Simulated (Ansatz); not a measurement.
Base system: CdS in the wurtzite structure (space group P6_3mc, No. 186).

```
CdS
1.0
    4.12436     0.00000     0.00000
   -2.06218     3.57180     0.00000
    0.00000     0.00000     6.70817
Cd S
2 2
Direct
  0.33333   0.66667   0.00017
  0.66667   0.33333   0.50017
  0.33333   0.66667   0.37683
  0.66667   0.33333   0.87683
```

Computed with PBEsol/PAW in Ansatz (a first-principles code), spin-orbit coupling left out.

Base values:

```
Quantity                             Result
---------------------  --------------------
Valence-band top at Γ  0.00, 0.00, -0.05 eV
```

Perturbation: the cell is scaled by 0.9940 in all directions; the atoms relax in the strained cell.

Problem. Estimate the effect on the mean gap deformation potential ΔEg/Δln V and valence-band top at Γ.

Solution. The mean gap deformation potential ΔEg/Δln V is -2.2 eV; the valence-band top at Γ (three highest levels, from the VBM) remains 0.00, 0.00, -0.05 eV.

No phonon test of stability was made.
